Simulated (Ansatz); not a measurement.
**Converging shifted k-point meshes: LiHF2 (R3m, 4 atoms in the cell)**

```yaml
crystal:
  lattice:
    - [1.46258, 0.84442, 4.35359]
    - [-1.46258, 0.84442, 4.35359]
    - [0.00000, -1.68885, 4.35359]
  atoms:
    - { symbol: Li, position: [0.00383, 0.00383, 0.00383] }
    - { symbol: H, position: [0.50000, 0.50000, 0.50000] }
    - { symbol: F, position: [0.41331, 0.41331, 0.41331] }
    - { symbol: F, position: [0.58669, 0.58669, 0.58669] }
```

Method: PBEsol, default PAW files made with PBE (plane waves; Ansatz, a program for electronic structure).

Base settings: basis.ecutwfc = 420 eV; kpoints.mp_grid.grid = 10 10 10; hamiltonian.xc = pbesol; hamiltonian.pseudopotentials = {kind: paw} (the program's default PAW files); scf.occupations.method = fixed.

In this ladder: kpoints.mp_grid.shift = 0.5 0.5 0.5.

Shifted meshes do not hold Γ, so a gap read on them misses any band edge there.

Only quantities that move along the ladder and can be compared are tabulated.

The count of work is k-points × plane waves × bands × iterations; it is no time. Core times come from one kind of shared machine, to one figure; runs under 30 s give none.

The starting cell comes from a database of computed structures (which also holds hypothetical and non-ambient phases and stackings), without a prior relaxation at this level. Its lattice was rescaled by up to half a per cent. One atom was moved a little off its site on purpose. Ansatz's pressure includes its estimate of the finite-basis (Pulay) stress.

```csv
kpoints.mp_grid.grid,free energy less the last step's (meV/atom),pressure (GPa),largest difference of a force vector from the last step's (eV/Å),gap on the mesh (eV),count of work / last,core time / last (rough)
2 2 2,50.06,5.06,0.092,8.844,0.00099,–
3 3 3,2.62,3.09,0.006,8.570,0.0030,–
4 4 4,0.15,2.97,0.001,8.487,0.0049,–
5 5 5,-0.02,2.96,0.000,8.416,0.0094,–
6 6 6,-0.02,2.96,0.000,8.395,0.014,–
7 7 7,-0.01,2.96,0.000,8.368,0.022,–
8 8 8,0.02,2.96,0.000,8.361,0.030,–
9 9 9,0.02,2.95,0.000,8.348,0.042,–
10 10 10,0.00,2.95,0.000,8.345,0.054,–
11 11 11,0.00,2.95,0.000,8.337,0.072,–
13 13 13,0.01,2.96,0.000,8.331,0.11,–
14 14 14,-0.02,2.96,0.000,8.331,0.14,–
15 15 15,0.00,2.95,0.000,8.328,0.17,–
17 17 17,0.00,2.96,0.000,8.325,0.24,–
19 19 19,0.00,2.96,0.000,8.323,0.33,–
21 21 21,-0.01,2.96,0.000,8.322,0.44,–
23 23 23,0.00,2.96,0.000,8.321,0.57,0.6
26 26 26,0.00,2.96,0.000,8.320,0.81,0.5
28 28 28,0.00,2.96,0.000,8.320,1.0,1
```

Coarsest kpoints.mp_grid.grid that holds the pressure within 1 GPa of the last step, with all finer ones: 3 3 3, at 0.0030 of the last step's count of work; the step before is off by 2.1 GPa.

Coarsest kpoints.mp_grid.grid that holds the free energy within 2 meV/atom of the last step, with all finer ones: 4 4 4, at 0.0049 of the last step's count of work; the step before is off by 2.6 meV/atom.

Keys are those of Ansatz 0.2.
